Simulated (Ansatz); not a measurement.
The starting structures come from a database of crystals and need not be the phases stable at ambient conditions.

Tunnelling through a barrier is set by its complex band structure: the current falls as exp(−2κd) with the smallest κ.

Consider the following.

```
LaF3
1.0
    4.14986     0.00000     0.00000
   -2.07493     3.59388     0.00000
    0.00000     0.00000     7.32650
La F
2 6
Direct
  0.66667   0.33333   0.75000
  0.33333   0.66667   0.25000
  0.33333   0.66667   0.92003
  0.66667   0.33333   0.07997
  0.66667   0.33333   0.42003
  0.33333   0.66667   0.57997
  0.00000   0.00000   0.25000
  0.00000   0.00000   0.75000
```

Space group of this cell: P6_3/mmc. The cell is taken as given; by r2SCAN its mean pressure is 0.8 GPa.

Transport runs along the normal of the first two printed cell vectors, the (001) plane of the conventional cell.

No gap correction and no spin-orbit coupling; mid-gap values are interpolated between computed energies.

**Question.** Give the band gap and the smallest decay constant κ at mid-gap that r2SCAN (Ansatz, a program for electronic structure) yields.

**Answer.** Gap 6.80 eV on a 12×12×4 mesh; κ = 0.491 1/Å, at the zone centre.
